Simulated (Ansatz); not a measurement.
Results of r²SCAN in Ansatz (PAW) for cubic perovskite BaHfO3.

Settings: plane-wave cutoff 600 eV, 6×6×6 k mesh, scalar-relativistic PAW data made under PBE.

Computed at the level's own relaxed cell.

Hill averages of the elastic tensor: K = 171.0 GPa, G = 109.3 GPa. Volume 14.577 Å³/atom, mean atomic mass 72.763 u.

Q: Work out the density, the sound velocities of a polycrystal and the elastic Debye temperature at this level.

A: ρ = 1.66054 × 72.763/14.577 = 8.289 g/cm³. v_l = √[(K + 4G/3)/ρ] = 6.182 km/s and v_t = √(G/ρ) = 3.631 km/s. The mean follows from 3/v_m³ = 1/v_l³ + 2/v_t³: v_m = 4.025 km/s. Θ_D = (ħ/k_B) v_m (6π²/V)^(1/3) = 76.38 K Å s/km × 4.025 × 1.5956 Å⁻¹ = 491 K, counting all atoms of the cell.

Note: the relaxation could not lower the start's symmetry, so the cell can be a saddle point above a distorted one.

Ansatz is a quantum-chemistry and plane-wave program.
